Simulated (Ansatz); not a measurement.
The starting structures come from a database of crystals and need not be the phases stable at ambient conditions.

 Where the default PAW files enter, the runs use the earlier of Ansatz's two default sets.

By PBEsol, the system below comes out a metal.

A figure of merit of an interconnect metal is its ballistic conductance per area.

Consider the following.

```
CELL_PARAMETERS angstrom
      3.40607     0.00000     0.00000
     -0.19544     3.40046     0.00000
      1.55493     1.74780     2.47562
ATOMIC_POSITIONS crystal
  Sn 0.00000 0.00000 0.00000
```

Space group of this cell: Immm. The cell is taken as given; by PBEsol its mean pressure is -3.6 GPa.

The current flows along the normal of the first two printed cell vectors. No spin-orbit coupling; the value is a mean over 0.1 eV about the Fermi level.

Predict the ballistic conductance per area from PBEsol (Ansatz, a first-principles code).

1.2 × 10¹⁵ S/m² for both spins.
